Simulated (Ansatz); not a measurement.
Si (Fd-3m) under hydrostatic pressure: electron mobility at 300 K along x by PBE, finite-displacement electron-phonon coupling, linearised Boltzmann equation (plane waves, PAW, scalar-relativistic; Ansatz, an electronic-structure program). The unloaded cell, whose axes the loads refer to:

Si is taken in the cubic space group Fd-3m, origin choice 1 (No. 227), the diamond structure, Pearson symbol cF8. Cell: a = b = c = 5.470 Å, α = β = γ = 90.00°. Si on 8b is surrounded by 4 Si at 2.369 Å (tetrahedral). (Neighbours: up to the widest gap in distance over summed covalent radii, below 1.35, at either atom.)
(The calculation used a cell of 2 atoms; values per cell refer to that cell.)

```
hydrostatic pressure (GPa)  volume per atom (Å³)  electron mobility at 300 K along x (cm²/(V·s))
--------------------------  --------------------  ----------------------------------------------
-5                                         21.83                                            1120
-3                                         21.22                                            1220
0                                          20.46                                            1340
2                                          20.03                                            1420
4                                          19.64                                            1480
6                                          19.28                                               ?
9                                          18.80                                            1610
```

Fit a straight line to ln(electron mobility at 300 K along x) against the load over the rows given, and predict the row at 6 GPa.

The means are x̄ = 1.167 GPa and ȳ = 7.2117; Σ(x − x̄)(y − ȳ) = 3.265 and Σ(x − x̄)² = 126.8, so the slope is 2.57 % per GPa, and the rows given lie within 3.2 % of the line. At 6 GPa the line gives 1530 cm²/(V·s); the calculation gives 1540 cm²/(V·s), 0.34 % from it.

Dilute carriers scattered by harmonic phonons alone; a coarser fine mesh moves the values by up to 2 %. Spin-orbit coupling is left out. Stresses and pressures are the targets of the relaxation. The structure type is held at every load. Geometry: relaxed with this functional, without spin-orbit coupling.
